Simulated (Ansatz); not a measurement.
Reference: Ca3AsBr3 (Pm-3m), PBEsol, rigid bands (plane waves, PAW, scalar-relativistic; Ansatz, a quantum-chemistry and plane-wave program); geometry: cell and atoms relaxed with PBEsol.

```
Ca3AsBr3
1.0
    5.85520     0.00000     0.00000
    0.00000     5.85520     0.00000
    0.00000     0.00000     5.85520
Ca As Br
3 1 3
Cartesian
  2.92760   0.00000   0.00000
  0.00000   2.92760   0.00000
  0.00000   0.00000   2.92760
  0.00000   0.00000   0.00000
  0.00000   2.92760   2.92760
  2.92760   0.00000   2.92760
  2.92760   2.92760   0.00000
```

| Quantity | Value |
|---|---|
| band gap | 1.50 eV |
| electron conductivity mass | 0.49 mₑ |
| Seebeck coefficient, n-type 1e19 cm⁻³ | -319 μV/K |

Task: Swap Br for Cl, keeping the structure type. How do these values move?

Result: Ca3AsCl3 (Pm-3m): volume per atom 28.7 to 26.2 Å³; band gap rises (1.50 eV to 1.67 eV); electron conductivity mass rises (0.49 mₑ to 0.54 mₑ); Seebeck coefficient, n-type 1e19 cm⁻³ stays about the same (-319 μV/K to -332 μV/K).

Moves up to 5 % count as about the same. Masses are for dilute carriers at 300 K, harmonic means over directions unless an axis is named. Seebeck coefficients are for the stated density at 300 K, with one relaxation time for all states and whether or not that doping can be reached. Spin-orbit coupling is left out.

Computed structure with no diffraction record at hand here (it may be known, metastable or hypothetical): Ca3AsBr3 (Pm-3m), Ca3AsCl3 (Pm-3m).
